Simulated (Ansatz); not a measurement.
Worked example: relaxation of the atoms of InBi (R3m, 2 atoms in the cell) in Ansatz (a quantum-chemistry and plane-wave program).

Level of theory: LDA (PW92), default PAW files made with PBE (plane waves; Ansatz).

The change in words: one atom moved by 0.15 angstrom; relax: default → atoms; relax.f_tol: default → 0.1 eV/Å. Reference geometry:
```
InBi
1.0
    0.00000     3.39369     3.39369
    3.39369     0.00000     3.39369
    3.39369     3.39369     0.00000
In Bi
1 1
Direct
  0.00000   0.00000   0.00000
  0.25000   0.25000   0.25000
```

Reference input (self-consistent single point, DFT, LDA (PW92), plane waves, default PAW files made with PBE): basis.ecutwfc = 420 eV; kpoints.mp_grid.grid = 9 9 9; hamiltonian.xc = lda; hamiltonian.pseudopotentials = {kind: paw} (the program's default PAW files); scf.occupations.method = gaussian; scf.occupations.width = 0.1 eV. This run's input differs from it in these lines:

```diff
@@ -7,3 +7,3 @@
   atoms:
-    - { symbol: In, position_ang: [0.00000000, 0.00000000, 0.00000000] }
+    - { symbol: In, position_ang: [0.08660021, 0.08660021, 0.08660021] }
     - { symbol: Bi, position_ang: [1.69684550, 1.69684550, 1.69684550] }
@@ -22,2 +22,4 @@
     width: 0.1 eV
+relax:
+  f_tol: 0.1
 output:
```

Output, abridged:

```
   [... SCF lines of the steps left out ...]
relax step   1: F+E_penalty+E_count = -17542.84386035 eV  Δ(F+E_penalty+E_count) = +0.000e0 eV  max|allowed force component| = 5.157e-1 eV/Å  Δτ_max = 0.0000 Å  (6 SCF iters, dr2 threshold 1.00e-4 eV, accepted)
relax step   2: F+E_penalty+E_count = -17542.89055779 eV  Δ(F+E_penalty+E_count) = -4.670e-2 eV  max|allowed force component| = 1.897e-1 eV/Å  Δτ_max = 0.1160 Å  (4 SCF iters, dr2 threshold 1.66e-5 eV, accepted)
relax step   3: F+E_penalty+E_count = -17542.90426051 eV  Δ(F+E_penalty+E_count) = -1.370e-2 eV  max|allowed force component| = 5.016e-3 eV/Å  Δτ_max = 0.0400 Å  (6 SCF iters, accepted)
the relaxation is at rest under the 6 symmetry operations that the run kept from its start: a minimum is not shown …
Free energy (F): -17542.904261 eV
Internal energy: -17542.901614 eV  (E = F + TS)
E sigma→0 (E₀):  -17542.902937 eV
Entropy (-TS):   -0.002647 eV (-1.323 meV/atom)
Fermi energy:    6.392260 eV
--- Forces (eV/Å), atoms counted from 1 ---
  atom   1  In     0.00501212     0.00501212     0.00501212
  atom   2  Bi    -0.00502000    -0.00502000    -0.00502000
--- Stress (GPa, compression-positive) ---
       -2.124741      -0.013151      -0.013151
       -0.013151      -2.124741      -0.013151
       -0.013151      -0.013151      -2.124741
  P = ⅓ Tr σ = -2.1247 GPa (-21.247 kbar)
   [... lines left out ...]
--- Relaxed structure (3 steps of the walk, 3 accepted, 0 SCFs on fresh bases) ---
  F+E_penalty+E_count = -17542.90426051 eV   max|allowed force component| = 5.016e-3 eV/Å
  atoms:
    - { symbol: In, position: [0.006293211667372449, 0.0062932116673724454, 0.006293211667372449] }
    - { symbol: Bi, position: [0.2564657887837588, 0.2564657887837588, 0.2564657887837588] }
```

The run converged.  The full log also holds: “iter 4 did not close the SCF: its close was put off for the readings that it lacked (scf_convergence_deferred on its scf_iter line)”. The full log also holds: “iter 5 did not close the SCF: its close was put off for the readings that it lacked (scf_convergence_deferred on its scf_iter line)”.

Summary of the result:
```
Quantity                                                 Result
-----------------------------------------------  --------------
Free energy E − TS (on the zero of these files)  -17542.9043 eV
Fermi level (on the code's own zero)                    6.39 eV
Pressure                                              -2.12 GPa
Largest force (vector length)                        0.009 eV/Å
Relaxation steps                                              3
```

The starting cell comes from a database of computed structures (which also holds hypothetical and non-ambient phases and stackings), without a prior relaxation at this level. Its lattice was rescaled by up to half a per cent. For this run, on top of that: one atom moved by 0.15 angstrom. The relaxation keeps the symmetry of its start, so its end need not be a minimum. Ansatz's pressure includes its estimate of the finite-basis (Pulay) stress.

Cost on one core of a shared machine: roughly 40 s.

Keys are those of Ansatz 0.2.
